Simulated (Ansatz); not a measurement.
A relaxation of cell and atoms of NbFeF6 (R-3, 8 atoms in the cell) with Ansatz (an electronic-structure program).

Level of theory: PBEsol, default PAW files made with PBE (plane waves; Ansatz).

The change in words: atoms on their sites; basis.ecutwfc: 420 eV → 295 eV; relax: default → cell and atoms. Reference geometry:
```
CELL_PARAMETERS angstrom
      2.74162     1.58288     4.76701
     -2.74162     1.58288     4.76701
      0.00000    -3.16576     4.76701
ATOMIC_POSITIONS crystal
  Nb 0.50350 0.50350 0.50350
  Fe 0.00000 0.00000 0.00000
  F  0.16740 0.34185 0.74395
  F  0.83260 0.65815 0.25605
  F  0.74395 0.16740 0.34185
  F  0.25605 0.83260 0.65815
  F  0.34185 0.74395 0.16740
  F  0.65815 0.25605 0.83260
```
Moments meant for the start (each program seeds them in its own way; μB, in the order of the atoms Nb Fe F F F F F F): 1.0 4.0 0.0 0.0 0.0 0.0 0.0 0.0.

Reference input (self-consistent single point, DFT, PBEsol, plane waves, default PAW files made with PBE): basis.ecutwfc = 420 eV; kpoints.mp_grid.grid = 3 3 3; hamiltonian.xc = pbesol; hamiltonian.pseudopotentials = {kind: paw} (the program's default PAW files); magnetization.spin_polarized = true; scf.occupations.method = gaussian; scf.occupations.width = 0.1 eV. This run's input differs from it in these lines:

Ansatz 0.2 input:
```diff
@@ -6,3 +6,3 @@
   atoms:
-    - { symbol: Nb, position: [0.503496, 0.503496, 0.503496], spin: 1.0 }
+    - { symbol: Nb, position: [0.500000, 0.500000, 0.500000], spin: 1.0 }
     - { symbol: Fe, position: [0.000000, 0.000000, 0.000000], spin: 4.0 }
@@ -15,3 +15,3 @@
 basis:
-  ecutwfc: 420.0 eV
+  ecutwfc: 295.0 eV
 kpoints:
@@ -29,2 +29,4 @@
     width: 0.1 eV
+relax:
+  cell: {}
 output:
```

Output (repeated stretches shortened):

```
   [... SCF lines of the steps left out ...]
relax step   1: F+E_penalty+E_count = -13745.42020541 eV  Δ(F+E_penalty+E_count) = +0.000e0 eV  max|allowed force component| = 5.286e-1 eV/Å  Δτ_max = 0.0000 Å  P = -5.870 GPa  Ω = 124.123 Å³  (22 SCF iters, dr2 threshold 1.00e-7 eV, accepted)
relax step   2: F+E_penalty+E_count = -13746.62821971 eV  Δ(F+E_penalty+E_count) = -1.208e0 eV  max|allowed force component| = 8.624e-2 eV/Å  Δτ_max = 0.0210 Å  P = +6.599 GPa  Ω = 119.759 Å³  energy of the carried Pulay correction = +1.173e0 eV  (9 [...]
   [... lines left out ...]
relax step 119: F+E_penalty+E_count = -13745.70965633 eV  Δ(F+E_penalty+E_count) = -4.669e-3 eV  max|allowed force component| = 2.483e-4 eV/Å  Δτ_max = 0.0001 Å  P = -0.002 GPa  Ω = 127.028 Å³  energy of the carried Pulay correction = +4.651e-3 eV  [...]
relax step 120: F+E_penalty+E_count = -13745.63603381 eV  Δ(F+E_penalty+E_count) = +7.362e-2 eV  max|allowed force component| = 8.480e-4 eV/Å  Δτ_max = 0.0000 Å  P = +0.045 GPa  Ω = 127.028 Å³  stress off target by 8.54e-2 GPa  SCF on the basis [...]
basis re-selected at this cell: Δ(F+E_penalty+E_count) = +7.362e-2 eV, ΔP = +0.047 GPa vs the last step
   [... lines left out ...]
Absolute magnetization: 4.6103 μB (∫|ρ↑−ρ↓|, with the PAW one-centre terms)
Free energy (F): -13745.636034 eV
Fermi energy:    5.720118 eV
Error: variable-cell relaxation did not converge after 120 `relax_step` rows, as none of its last 49 fresh-basis SCF(s) at a relaxed cell met both thresholds with a finite energy. The last misses `relax.cell.stress_tol`: largest allowed force component 8.48e-4 eV/Å (`relax.f_tol` 1.00e-2 eV/Å), stress off the target on the free part of the cell 8.54e-2 GPa (`relax.cell.stress_tol` 5.00e-2 GPa), F+E_penalty+E_count -13745.63603381 eV. The closest is row 100, whose structure comes with this error. Larger ratio of force or stress to its threshold at each such SCF whose figures are numbers: 31.176, 23.941, 16.826, 11.946, 7.920, 8.252, 8.324, 6.730, 7.086, 6.894, 7.318, 6.807, 7.416, [...]
  cell:  # Å, volume = 127.0316 Å³
   [... lines left out ...]
    - [-2.821195505904446, 1.6288179847704944, 4.607386782822512]
    - [-1.3896181223946787e-18, -3.257635969540989, 4.607386782822512]
  atoms:
    - { symbol: Nb, position: [0.5, 0.5, 0.5] }
    - { symbol: Fe, position: [6.458368267286139e-19, -4.849306998776811e-19, -1.9466657522845055e-19] }
    - { symbol: F, position: [0.2552689121769123, 0.2554672339901425, 0.7446407817187599] }
    - { symbol: F, position: [0.7447310878230878, 0.7445327660098575, 0.2553592182812402] }
    - { symbol: F, position: [0.7446407817187599, 0.2552689121769123, 0.2554672339901424] }
    - { symbol: F, position: [0.2553592182812401, 0.744731087823088, 0.7445327660098576] }
    - { symbol: F, position: [0.25546723399014243, 0.7446407817187599, 0.2552689121769123] }
    - { symbol: F, position: [0.7445327660098576, 0.2553592182812401, 0.744731087823088] }
```

The relaxation ended unconverged. 

The starting cell comes from a database of computed structures (which also holds hypothetical and non-ambient phases and stackings), without a prior relaxation at this level. Its lattice was rescaled by up to half a per cent. The program warned that a starting moment was not kept. The cutoff lies below the one recommended for these files.

Cost on one core of a shared machine: roughly 9 min.
